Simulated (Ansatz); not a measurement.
## GaAs (model structure, started from the BN type, Pm-3n, No. 223, 12 atoms in the cell)

All values below come from r²SCAN in Ansatz (plane waves, PAW).

Settings: plane-wave cutoff 560 eV, 6×6×6 k mesh, Fermi–Dirac smearing 0.01 eV, scalar-relativistic PAW data made under PBE.

Cell (relaxed at this level):

```cif
data_As6Ga6
_chemical_formula_sum 'Ga6 As6'
_space_group_name_H-M_alt 'Pm-3n'
_space_group_IT_number 223
_space_group_name_Hall '-P 4n 2 3'
_cell_length_a 6.98863
_cell_length_b 6.98863
_cell_length_c 6.98863
_cell_angle_alpha 90.000
_cell_angle_beta 90.000
_cell_angle_gamma 90.000
loop_
_atom_site_label
_atom_site_type_symbol
_atom_site_symmetry_multiplicity
_atom_site_Wyckoff_symbol
_atom_site_fract_x
_atom_site_fract_y
_atom_site_fract_z
_atom_site_occupancy
Ga1 Ga 6 c 0.00000 0.50000 0.25000 1
As1 As 6 d 0.00000 0.25000 0.50000 1
```

For GaAs (model structure, started from the BN type, Pm-3n, No. 223, 12 atoms in the cell), the band gap is 0.78 eV (on the SCF k mesh).

Note: the relaxation could raise the start's symmetry but not lower it, so the cell can be a saddle point.

Spin–orbit coupling is not included.

Static lattice: no zero-point or thermal effects.

It cost very roughly 4 core-minutes of CPU time.

A model structure was made by putting elements into a prototype or built by hand; it is no filed structure, need not be a known phase, and can be a saddle point held by its symmetry.

Ansatz is an electronic-structure program.
